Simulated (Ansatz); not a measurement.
The starting structures come from a database of crystals and need not be the phases stable at ambient conditions.

Tunnelling through a barrier is set by its complex band structure: the current falls as exp(−2κd) with the smallest κ.

Data:

```
CELL_PARAMETERS angstrom
      3.60603     0.00000     0.00000
      0.00000     5.76966     0.00000
      1.80302     0.00000     3.12291
ATOMIC_POSITIONS crystal
  Hf 0.00000 0.00000 0.00000
  S  0.66667 0.25241 0.66667
  S  0.33333 0.74759 0.33333
```

Space group of this cell: P-3m1, CdI2 type. The cell was relaxed by PBE-D3(BJ); by PBEsol its mean pressure is -1.0 GPa.

Transport runs along the normal of the first two printed cell vectors, the (100) plane of the conventional cell.

The gap is the functional's own. No spin-orbit coupling. Mid-gap values are those at the computed energy nearest the middle.

Give the band gap and the smallest decay constant κ at mid-gap that Ansatz (a quantum-chemistry and plane-wave program) with PBEsol yields.

Gap 0.76 eV on a 10×6×10 mesh; κ = 0.137 1/Å, at the zone centre.
